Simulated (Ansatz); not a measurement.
Response to strain in CdTe

Consider CdTe in the zinc blende structure (space group F-43m, No. 216; a = 6.558 Å). Axes: x, y, z lie along the cube axes.

Strains are applied to the cell and any free atomic positions relax; under biaxial strain the out-of-plane vector relaxes too.

Level of theory: plane-wave PAW DFT at the r2SCAN level (Ansatz, a program for electronic structure, 500 eV), no spin-orbit coupling.

Notes on the quantities. energy relative to the base: free energy F.

| biaxial strain, plane normal [001], relaxed out of plane (%) | energy relative to the base (meV/atom) |
|---|---|
| 0 | 0.0 |
| 0.5 | 0.2 |
| 1 | 0.9 |
| 1.5 | 1.9 |
| 2 | ? |
| 2.5 | 5.1 |
| 3 | 7.3 |

Q: Fit ΔE = Aε² + Bε³ (ε in %) to the rows shown and predict the withheld row.

A: Least squares on the printed values gives A = 0.877 and B = -0.022 meV/atom (largest residual 0.0 meV/atom); this predicts 3.3 meV/atom, and the run gives 3.3 meV/atom, in agreement.

Stability against distortions was not tested.
